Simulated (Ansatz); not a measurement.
WC with two functionals, isotropic strain −0.89 %

Take WC (space group P-6m2, No. 187; a = 2.922 Å, c = 2.846 Å; relaxed with 0.1 eV smearing) as the base.

(Cell as relaxed with PBE.)

Levels (all Ansatz, a first-principles code, PAW): PBE (420 eV, scalar-relativistic without spin-orbit coupling); r2SCAN (500 eV, without spin-orbit coupling).

Each level relaxes its own structure.

| base | PBE | r2SCAN |
|---|---|---|
| volume per atom | 10.53 Å³ | 10.42 Å³ |
| lattice parameter a | 5.523 bohr | 5.504 bohr |
| band gap | zero | zero |

Modification: every lattice vector is shortened by 0.89 %, atoms relaxed at fixed cell.

```json
[
 {"quantity": "band gap", "PBE": "zero", "r2SCAN": "zero"},
 {"quantity": "pressure (mean of the normal stresses, compression positive)", "PBE": "11.0 GPa", "r2SCAN": "11.5 GPa"},
 {"quantity": "energy relative to the base (free energy F)", "PBE": "+9.3 meV/atom", "r2SCAN": "+9.6 meV/atom"}
]
```

PBE's pressure lies 0.5 GPa below r2SCAN's; PBE's energy relative to the base lies 0.3 meV/atom below r2SCAN's; the two agree on the band gap. Neither level is exact; r2SCAN is the comparison here, not a measurement.

Whether these cells are dynamically stable was not tested. The final runs are not spin-polarised.
